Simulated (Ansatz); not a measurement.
The parent structure is TiB₂ (space group P6/mmm, No. 191; a = 3.0324 Å, c = 3.2238 Å; relaxed with 0.1 eV smearing).

Level of theory: PBE (Ansatz, an electronic-structure program), no spin-orbit coupling.

Before the change:

```
Item        Value
--------  -------
Pressure  0.0 GPa
Band gap     zero
```

Modification: an isotropic linear strain of +3.00 %, atoms relaxed at fixed cell.

Task: What does the calculation give for the energy relative to the base after the change?

Result: The energy rises by 51 meV/atom.

Task: What happens to the pressure?

Result: The pressure (mean of the normal stresses, compression positive) goes from zero to -19.0 GPa.

Task: How does this affect the band gap?

Result: The band gap remains zero.

No phonon test of stability was made. All final runs are without spin polarisation.
